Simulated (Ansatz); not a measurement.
La₂O₃ (within 0.1 Å of P-3m1, No. 164, 15 atoms in the cell; start mp-557691), treated with PBE0 (Ansatz, a first-principles code, plane waves, PAW).

Run with plane-wave cutoff 460 eV, 6×6×2 k mesh (along the axes of the cell as run), Fermi–Dirac smearing 0.01 eV, scalar-relativistic PAW data made under PBE.

Cell (relaxed with PBEsol):

```cif
data_La2O3
_chemical_formula_sum 'La2 O3'
_space_group_name_H-M_alt 'P-3m1'
_space_group_IT_number 164
_space_group_name_Hall '-P 3 2"'
_cell_length_a 3.90623
_cell_length_b 3.90623
_cell_length_c 6.03961
_cell_angle_alpha 90.000
_cell_angle_beta 90.000
_cell_angle_gamma 120.000
loop_
_atom_site_label
_atom_site_type_symbol
_atom_site_symmetry_multiplicity
_atom_site_Wyckoff_symbol
_atom_site_fract_x
_atom_site_fract_y
_atom_site_fract_z
_atom_site_occupancy
La1 La 2 d 0.33333 0.66667 0.24536 1
O1 O 2 d 0.66667 0.33333 0.35396 1
O2 O 1 a 0.00000 0.00000 0.00000 1
```
(The calculation used a cell of 15 atoms; values per cell refer to that cell.)

Question: Predict the band gap, smallest direct gap on the k points sampled and direct gap at Γ.

Answer: 
band gap: 6.04 eV
smallest direct gap on the k points sampled: 6.15 eV
direct gap at Γ: 6.77 eV

Note: cell and atoms aren't relaxed at this level (largest force component 0.04 eV/Å, pressure 2.8 GPa).

Spin–orbit coupling is not included.

Computed values are for the static lattice.

It cost around 30 core-minutes (rough) of CPU time.

A start named mp-… is a Materials Project structure, which need not be a measured phase.
